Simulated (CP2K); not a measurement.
A self-consistent single point of LaAlH6 (R-3m, 8 atoms in the cell) with CP2K.

Computed with LDA (Pade form), GPW, DZVP-MOLOPT-SR-GTH basis, GTH-PADE potentials (GTH_POTENTIALS) in CP2K 2026.2.

```
CELL_PARAMETERS angstrom
      4.32859     0.00000     0.00000
     -0.62498     4.28323     0.00000
     -0.62498    -0.72279     4.22181
ATOMIC_POSITIONS crystal
  La 0.50000 0.50000 0.50000
  Al 0.00000 0.00000 0.00000
  H  0.93995 0.29183 0.29183
  H  0.06005 0.70817 0.70817
  H  0.29183 0.93995 0.29183
  H  0.70817 0.06005 0.70817
  H  0.29183 0.29183 0.93995
  H  0.70817 0.70817 0.06005
```

Reference input (self-consistent single point, DFT PBEsol, GPW, DZVP-MOLOPT-SR-GTH basis, GTH-PBE potentials (GTH_POTENTIALS)): CUTOFF = 500 Ry; REL_CUTOFF = 50 Ry; KPOINTS/SCHEME = MACDONALD 6 6 6 0.08333333333 0.08333333333 0.08333333333; XC_FUNCTIONAL = PBE:PBESOL; La/BASIS_SET = DZVP-MOLOPT-SR-GTH; La/POTENTIAL = GTH-PBE-q11; Al/BASIS_SET = DZVP-MOLOPT-SR-GTH; Al/POTENTIAL = GTH-PBE-q3; H/BASIS_SET = DZVP-MOLOPT-SR-GTH; H/POTENTIAL = GTH-PBE-q1; METHOD = GPW; EPS_DEFAULT = 1e-10. This run's input differs from it in these lines:

```diff
@@ -39,6 +39,3 @@
     &XC
-      &XC_FUNCTIONAL
-        &PBE
-          PARAMETRIZATION PBESOL
-        &END PBE
+      &XC_FUNCTIONAL PADE
       &END XC_FUNCTIONAL
@@ -80,3 +77,3 @@
       BASIS_SET DZVP-MOLOPT-SR-GTH
-      POTENTIAL GTH-PBE-q11
+      POTENTIAL GTH-PADE-q11
     &END KIND
@@ -84,3 +81,3 @@
       BASIS_SET DZVP-MOLOPT-SR-GTH
-      POTENTIAL GTH-PBE-q3
+      POTENTIAL GTH-PADE-q3
     &END KIND
@@ -88,3 +85,3 @@
       BASIS_SET DZVP-MOLOPT-SR-GTH
-      POTENTIAL GTH-PBE-q1
+      POTENTIAL GTH-PADE-q1
     &END KIND
```

Output (repeated stretches shortened):

```
 SCF WAVEFUNCTION OPTIMIZATION

  Step     Update method      Time    Convergence         Total energy    Change
     1 NoMix/Diag. 0.30E+00      -     1.35246074       -36.9153230699 -3.69E+01
     2 Broy./Diag. 0.30E+00      -     0.01199623       -37.5058471875 -5.91E-01
     3 Broy./Diag. 0.30E+00      -     0.01490009       -37.4072260841  9.86E-02
     4 Broy./Diag. 0.30E+00      -     0.00458112       -37.3924274433  1.48E-02
     5 Broy./Diag. 0.30E+00      -     0.00132457       -37.3724267394  2.00E-02
     6 Broy./Diag. 0.30E+00      -     0.00079176       -37.3690256414  3.40E-03
     7 Broy./Diag. 0.30E+00      -     0.00010919       -37.3701950638 -1.17E-03
     8 Broy./Diag. 0.30E+00      -     0.00007237       -37.3709789321 -7.84E-04
     9 Broy./Diag. 0.30E+00      -     0.00000451       -37.3711150655 -1.36E-04
    10 Broy./Diag. 0.30E+00      -     0.00000296       -37.3710759091  3.92E-05
    11 Broy./Diag. 0.30E+00      -     0.00000012       -37.3710716810  4.23E-06
  *** SCF run converged in    11 steps ***

  Overlap energy of the core charge distribution:               0.00000000018109
  Self energy of the core charge distribution:                -77.90561772820654
  Core Hamiltonian energy:                                     16.72124953735297
  Hartree energy:                                              31.01236156885984
  Exchange-correlation energy:                                 -7.19906505918252

  Total energy:                                               -37.37107168099516

                     Mulliken Population Analysis

 #  Atom  Element  Kind  Atomic population                           Net charge
       1     La       1         11.587430                             -0.587430
       2     Al       2          2.780709                              0.219291
   [... lines left out ...]

 STRESS| Analytical stress tensor [bar]
 STRESS|                        x                   y                   z
 STRESS|      x       -4.94902909132E+04  -2.23622765271E+03  -2.65183745919E+03
 STRESS|      y       -2.23622765271E+03  -5.01427046925E+04  -3.06677215749E+03
 STRESS|      z       -2.65183745919E+03  -3.06677215749E+03  -5.11927203629E+04
 STRESS| 1/3 Trace                                            -5.02752386562E+04
```

The run converged in 11 iterations. Against the reference run the pressure goes from -2.91 to -5.03 GPa, the largest force goes from 0.170 to 0.099 eV/Å and the gap on the mesh goes from 2.076 to 1.935 eV.

The starting cell comes from a database of computed structures (which also holds hypothetical and non-ambient phases and stackings), without a prior relaxation at this level. Its lattice was rescaled by a random factor within 2.5 % of one. Values carry the incompleteness of an atom-centred basis. With a pressure of about -5 GPa the cell is away from its equilibrium volume at this level.

Cost on one core of a shared machine: roughly 3 min.
